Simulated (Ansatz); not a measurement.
Functionals compared on NH3 on the 1x1 (10-10) surface of wurtzite ZnO (cut with top plane O + Zn), one in a 2x1 cell, started at the site 'over O at depth 0.9 Å', in Ansatz (plane waves, PAW). The structure was relaxed with PBE; the other rows are single points on it, each with its references at the same level. Cutoff 420 eV (500 eV for r2SCAN). HSE06 used the coarser mesh 3x3x1.

Host crystal: wurtzite ZnO, with a band gap (PBE, scalar-relativistic without spin-orbit coupling).

Model: 36-atom slab, 9.4 Å thick at the start under the adsorbate (thin: gaps and levels are the slab's own), 3x4x1 mesh, Fermi-Dirac 0.01 eV, dipole correction, 16 atoms held, the rest relaxed; no symmetry held; no spin, no spin-orbit, no U, no dispersion correction. At the end it is bonded to Zn. In PBE it is, or lies within 0.03 eV of, the lowest of the starts that converged. These notes are the PBE run's. Adsorption energies are against NH3(g). A negative adsorption energy means that the adsorbate is more stable on the surface than in its reference.

```csv
functional,adsorption energy (eV),rough cost of the single point
PBE,-1.03,–
RPBE,-0.79,roughly 5 core-minutes
r2SCAN,…,about 9 core-minutes (a rough figure)
HSE06,-1.05,roughly 2.5 core-hours
```

Question: Complete the blanks.

Answer: 
- r2SCAN, adsorption energy (eV): -1.17

Ansatz is a first-principles code.
